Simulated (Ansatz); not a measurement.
An Ansatz (a program for electronic structure) input (Kohn–Sham DFT with the PBE functional, run in Ansatz with PAW and 420 eV plane waves, no SOC):

Ansatz 0.2 input:
```yaml
crystal:
  lattice:
    - [-2.6043820504, 2.6043820504, 2.6043820504]
    - [2.6043820504, -2.6043820504, 2.6043820504]
    - [2.6043820504, 2.6043820504, -2.6043820504]
  atoms:
    - { symbol: K, position: [0, 0, 0] }
basis: { ecutwfc: 420, ecutrho_ratio: 4, xc_grid: 2, fft_grid_basis: typed }
kpoints: { mp_grid: { grid: [18, 18, 18] } }
hamiltonian:
  xc: pbe
  dispersion: none
  pseudopotentials: { kind: paw }
scf: { occupations: { method: fermi_dirac, width: 0.1 }, convergence: { dr2_threshold: 0.0000000001 } }
relax: { f_tol: 0.005, max_steps: 50 }
output: { forces: true, stress: true }
checkpoint: { write: state.ck, write_every: 1000 }
```

**Question.** Which symmetry and how many k-points will the program report, and about how many plane waves at Γ?

**Answer.** Space group Im-3m (ITA 229) with 48 operations, k-points 195 of 5832, and 1409 plane waves at Γ.

The cells carry an imposed strain or load. Whether these cells are dynamically stable was not tested. The cell was made from K in the bcc (W type) structure (space group Im-3m, No. 229) by this change: isotropic strain −1.50 %.
